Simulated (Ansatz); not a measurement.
Given:

```yaml
crystal:
  lattice:
    - [0.00000, 3.01151, 3.01151]
    - [3.01151, 0.00000, 3.01151]
    - [3.01151, 3.01151, 0.00000]
  atoms:
    - { symbol: I, position: [0.75000, 0.75000, 0.75000] }
    - { symbol: Cu, position: [0.00000, 0.00000, 0.00000] }
```

No spin polarisation.

Hole doping at 1.5×10^21 cm⁻³ (0.0819 per cell), with a uniform compensating background at fixed cell and a 300 K Fermi–Dirac width.

All numbers come from r2SCAN/PAW in Ansatz (a program for electronic structure), no spin-orbit coupling. k-mesh 22×22×22 (Γ-centred); smearing 0.0259 eV (Fermi–Dirac).

### Question
Predict the gap between the host's bands, Fermi level from band edge and gap character.

### Answer
Gap between the host's bands: 1.78 eV
Fermi level relative to the doped band's edge (positive inside the band; to 0.05 eV): +0.20 eV
Gap character: direct at Γ

Charged cell with a jellium background: band edges are those of the host's band count, energies are not comparable with the neutral cell, and many-body gap narrowing is missing. With I present, leaving out spin-orbit coupling can change the band edges. Stability against distortions was not tested. All final runs are without spin polarisation. The cell was made from CuI in the zinc blende structure (space group F-43m, No. 216) by this change: holes 1.5×10^21 cm⁻³.
